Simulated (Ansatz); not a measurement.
**ScAlN₂ (model structure, P3m1, No. 156, 4 atoms in the cell)**

All values below come from PBE (PAW; Ansatz, a quantum-chemistry and plane-wave program).

Settings: plane-wave cutoff 520 eV, 12×12×8 k mesh (along the axes of the cell as run), Fermi–Dirac smearing 0.01 eV, scalar-relativistic PAW data made under PBE.

Cell (relaxed at this level):

Space group P3m1 (No. 156); a = 3.340 Å, b = 3.340 Å, c = 5.196 Å, α = 90.00°, β = 90.00°, γ = 120.00°

```csv
atom,site,symmetry,x,y,z
Sc,1b,3m.,0.3333,0.6667,0.9910
N,1b,3m.,0.3333,0.6667,0.4073
Al,1c,3m.,0.6667,0.3333,0.5037
N,1c,3m.,0.6667,0.3333,0.8679
```

For ScAlN₂ (model structure, P3m1, No. 156, 4 atoms in the cell), the band gap is 3.16 eV (on the SCF k mesh), the Γ–Γ gap is 3.47 eV and the bulk modulus is 155 GPa.

Note: the bulk modulus is −V dP/dV from two relaxed cells at ±2 % in volume; the relaxation could raise the start's symmetry but not lower it, so the cell can be a saddle point.

Computing time: about 100 core-seconds (a rough figure).

A model structure was made by putting elements into a prototype or built by hand; it is no filed structure, need not be a known phase, and can be a saddle point held by its symmetry.
